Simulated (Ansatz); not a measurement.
The reference is CsSnBr3 in the cubic perovskite structure (space group Pm-3m, No. 221; a = 5.764 Å). Axes: x, y, z lie along the cube axes.

Calculations: PBEsol in Ansatz (plane waves to 420 eV, PAW, no SOC), earlier PAW set.

Before the change:

* **Band gap**: 0.22 eV
* **Volume per atom**: 38.31 Å³

One thing is altered: biaxial strain +4.27 %, plane normal [001], relaxed out of plane (Cartesian); in-plane vectors clamped, the third vector and the atoms free.

Q: Estimate the effect on the band gap, volume per atom and in-plane stress.

A: The band gap goes up by 0.24 eV (0.22 eV → 0.46 eV); the volume per atom increases by 2.90 Å³ (38.31 Å³ → 41.21 Å³); the mean in-plane stress (compression positive) amounts to -1.9 GPa.

Whether these cells are dynamically stable was not tested. Many cubic perovskites are stable only at high temperature; tilts and polar distortions were not tested. The zero or small gap of CsSnBr3 can change with the level of theory.

Ansatz is a quantum-chemistry and plane-wave program.
